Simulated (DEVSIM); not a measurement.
Device: Au/SiO2/n-Si capacitor, at 300 K.

| layer (left to right) | material | thickness (nm) | Nd (cm⁻³) |
|---|---|---|---|
| 1 | SiO2 | 12.0 | - |
| 2 | Si | 15000 | 1.4e15 |

Metal gate on the left, work function 5.1 eV. Fixed charge at the semiconductor interface 3.2e11 cm⁻² (in units of +e); no interface traps.

The device is made up for the run: typed textbook-type constants, with dimensions and the other settings drawn at random. Values at 300 K.

```tsv
parameter	SiO2	Si
gap (eV)	9	1.124
affinity (eV)	0.9	4.05
permittivity	3.9	11.7
Nc (cm⁻³)	-	2.86e19
Nv (cm⁻³)	-	3.1e19
```

Simulated with DEVSIM: 1D Poisson equation in equilibrium, Boltzmann statistics, complete ionisation; no quantum confinement or tunnelling. Metal contacts follow the ideal Schottky-Mott rule: no Fermi-level pinning, no interface dipoles.

Problem. Tabulate band edges, carrier densities and field at -2.0 V on the gate.

Solution. Energies count from the Fermi level of the right contact; mesh points crowd at the junctions.

```csv
x (μm),Ec (eV),Ev (eV),n (cm⁻³),p (cm⁻³),field (V/cm)
0.000,6.200,-2.800,< 1e2,< 1e2,-1600000
0.001657,5.934,-3.066,< 1e2,< 1e2,-1600000
0.005206,5.364,-3.636,< 1e2,< 1e2,-1600000
0.009356,4.697,-4.303,< 1e2,< 1e2,-1600000
0.01199,4.273,-4.727,< 1e2,< 1e2,-1100000
0.01364,1.074,-0.050,< 1e2,4.5e18,-190000
0.01808,1.024,-0.100,180,6.4e17,-74000
0.03620,0.953,-0.171,2800,4.1e16,-25000
0.07635,0.876,-0.248,54000,2.1e15,-17000
0.1801,0.721,-0.403,2.2e7,5.2e12,-14000
0.4481,0.429,-0.695,1.8e12,6.6e7,-8000
1.543,0.257,-0.867,1.4e15,83000,≈ 0
3.970,0.257,-0.867,1.4e15,83000,≈ 0
9.484,0.257,-0.867,1.4e15,83000,≈ 0
13.44,0.257,-0.867,1.4e15,83000,≈ 0
14.38,0.257,-0.867,1.4e15,83000,≈ 0
14.77,0.257,-0.867,1.4e15,83000,≈ 0
14.92,0.257,-0.867,1.4e15,83000,≈ 0
14.99,0.257,-0.867,1.4e15,83000,≈ 0
15.00,0.257,-0.867,1.4e15,83000,≈ 0
15.01,0.257,-0.867,1.4e15,83000,≈ 0
15.01,0.257,-0.867,1.4e15,83000,≈ 0
```
